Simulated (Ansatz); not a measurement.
Consider PbTe in the rock salt structure (space group Fm-3m, No. 225; a = 6.534 Å).

Structures relaxed with Ansatz (an electronic-structure program), r2SCAN, PAW, cutoff 500 eV, without spin-orbit coupling.

Base:

Simulated powder pattern, Mo Kα, λ = 0.71073 Å (kinematic, ideal powder, no thermal factors, no anomalous dispersion; the 10 strongest lines at most, above 2 %, up to 2θ = 40°):

| 2θ (°) | I/Imax (%) | hkl |
|---|---|---|
| 10.81 | 11 | (111) |
| 12.49 | 100 | (200) |
| 17.70 | 83 | (220) |
| 20.78 | 7.2 | (311) |
| 21.72 | 32 | (222) |
| 25.13 | 16 | (400) |
| 28.15 | 46 | (420) |
| 30.90 | 35 | (422) |
| 35.83 | 11 | (440) |
| 38.09 | 22 | (442) |

One thing is altered: a hydrostatic pressure of 30 GPa.

After the change:

Simulated powder pattern, Mo Kα, λ = 0.71073 Å (kinematic, ideal powder, no thermal factors, no anomalous dispersion; the 10 strongest lines at most, above 2 %, up to 2θ = 40°):

```json
[
 {"2θ (°)": "12.10", "d (Å)": "3.372", "I/Imax (%)": "11", "hkl": "(111)"},
 {"2θ (°)": "13.98", "d (Å)": "2.920", "I/Imax (%)": "100", "hkl": "(200)"},
 {"2θ (°)": "19.82", "d (Å)": "2.065", "I/Imax (%)": "82", "hkl": "(220)"},
 {"2θ (°)": "23.28", "d (Å)": "1.761", "I/Imax (%)": "7.1", "hkl": "(311)"},
 {"2θ (°)": "24.33", "d (Å)": "1.686", "I/Imax (%)": "31", "hkl": "(222)"},
 {"2θ (°)": "28.17", "d (Å)": "1.460", "I/Imax (%)": "15", "hkl": "(400)"},
 {"2θ (°)": "30.76", "d (Å)": "1.340", "I/Imax (%)": "3.4", "hkl": "(331)"},
 {"2θ (°)": "31.58", "d (Å)": "1.306", "I/Imax (%)": "43", "hkl": "(420)"},
 {"2θ (°)": "34.68", "d (Å)": "1.192", "I/Imax (%)": "32", "hkl": "(422)"},
 {"2θ (°)": "36.86", "d (Å)": "1.124", "I/Imax (%)": "2.7", "hkl": "(511)"}
]
```

The indices refer to the base's conventional cell; one index is shown for lines that coincide.

Load acts through the strain it causes; cell and atoms are relaxed under it. Whether these cells are dynamically stable was not tested. Competing high-pressure phases were not computed. All final runs are without spin polarisation.
